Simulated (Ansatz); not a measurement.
Variants of one calculation on Te₄Y₂Ba (P1, 28 atoms in the cell)

```yaml
crystal:
  lattice:
    - [13.64600, 0.00000, 0.00000]
    - [0.00000, 4.44300, 0.00000]
    - [0.00000, 0.00000, 16.14100]
  atoms:
    - { symbol: Te, position: [0.47170, 0.25419, 0.78461] }
    - { symbol: Te, position: [0.02714, 0.74922, 0.28390] }
    - { symbol: Te, position: [0.97417, 0.24737, 0.71596] }
    - { symbol: Te, position: [0.52653, 0.74940, 0.21636] }
    - { symbol: Y, position: [0.08271, 0.25425, 0.40441] }
    - { symbol: Y, position: [0.41961, 0.75648, 0.90258] }
    - { symbol: Y, position: [0.58459, 0.24532, 0.09798] }
    - { symbol: Y, position: [0.92323, 0.75359, 0.59762] }
    - { symbol: Te, position: [0.29249, 0.25181, 0.33818] }
    - { symbol: Te, position: [0.20471, 0.75018, 0.83929] }
    - { symbol: Te, position: [0.79241, 0.24968, 0.16250] }
    - { symbol: Te, position: [0.70601, 0.75186, 0.65985] }
    - { symbol: Y, position: [0.55878, 0.24591, 0.60762] }
    - { symbol: Y, position: [0.94098, 0.75345, 0.11184] }
    - { symbol: Y, position: [0.05889, 0.24324, 0.89019] }
    - { symbol: Y, position: [0.44089, 0.74564, 0.39078] }
    - { symbol: Te, position: [0.37029, 0.25340, 0.02774] }
    - { symbol: Te, position: [0.13051, 0.74408, 0.52693] }
    - { symbol: Te, position: [0.87024, 0.24546, 0.46986] }
    - { symbol: Te, position: [0.62648, 0.74995, 0.97199] }
    - { symbol: Te, position: [0.09281, 0.24869, 0.07761] }
    - { symbol: Te, position: [0.40776, 0.75337, 0.57577] }
    - { symbol: Te, position: [0.58901, 0.24160, 0.42231] }
    - { symbol: Te, position: [0.90691, 0.75187, 0.92464] }
    - { symbol: Ba, position: [0.24004, 0.25306, 0.66771] }
    - { symbol: Ba, position: [0.26116, 0.75596, 0.17067] }
    - { symbol: Ba, position: [0.73930, 0.25153, 0.83020] }
    - { symbol: Ba, position: [0.76065, 0.74943, 0.33089] }
```

Base run A: PBEsol, default PAW files made with PBE run with Ansatz (a quantum-chemistry and plane-wave program), self-consistent single point.

Its settings: basis.ecutwfc = 30.9 Ry; kpoints.mp_grid.grid = 1 3 1; kpoints.mp_grid.shift = 0.5 0.5 0.5; hamiltonian.xc = pbesol; hamiltonian.pseudopotentials = {kind: paw} (the program's default PAW files); scf.occupations.method = cold; scf.occupations.width = 0.02 Ry.

The starting cell comes from a database of published, mostly measured structures (it also holds non-ambient and calculated ones), without a prior relaxation at this level. Its atoms were displaced at random from the sites of space group no. 62. Spin-orbit coupling is off. Ansatz's pressure includes its estimate of the finite-basis (Pulay) stress. The shifted mesh does not hold Γ, so a gap read on it misses any band edge there.

ΔF is the free energy per atom less that of run A. A dash stands where there is no value to compare (another energy zero or no entropy term, no result, no spin, no clean gap, or a mesh too coarse for one). Absolute energies have different zeros for different potentials, functionals, Hubbard and dispersion terms and are not compared across them.

Run A gave: pressure (GPa) -1.01; largest force (eV/Å) 0.510; gap on the mesh (eV) 1.886; k-points 2.

Runs:
- B: scf.convergence.dr2_threshold: default (1e-07 eV) → 0.1 eV; width narrowed by the program to 0.2260 eV
- C: hamiltonian.xc: pbesol → lda; width narrowed by the program to 0.2230 eV [LDA (PW92)]
- D: kpoints.mp_grid.grid: 1 3 1 → 1 1 1; kpoints.mp_grid.shift: 0.5 0.5 0.5 → default
- E: scf.mixing.preconditioner: default (the program chose Resta) → kerker_dos; width narrowed by the program to 0.2260 eV
- F: scf.mixing.algorithm: default (the program chose MSR1) → anderson; scf.mixing.ndim: default → 2; width narrowed by the program to 0.2260 eV
- G: scf.mixing.algorithm: default (the program chose MSR1) → broyden; scf.mixing.beta: default → 0.02; width narrowed by the program to 0.2260 eV

### Question
What does run C change against A?

### Answer
The pressure goes from -1.01 to -2.36 GPa, the largest force goes from 0.510 to 0.499 eV/Å and the gap on the mesh goes from 1.886 to 1.859 eV.

```tsv
run	ΔF (meV/atom)	pressure (GPa)	largest force (eV/Å)	gap on the mesh (eV)	k-points
A	0.00	-1.01	0.510	1.886	2
B	0.01	-1.01	0.508	1.887	2
C	–	-2.36	0.499	1.859	2
D	658.2	2.77	0.833	0.650	1
E	0.00	-1.01	0.510	1.886	2
F	0.00	-1.01	0.510	1.886	2
G	0.00	-1.01	0.510	1.886	2
```

Keys are those of Ansatz 0.2.
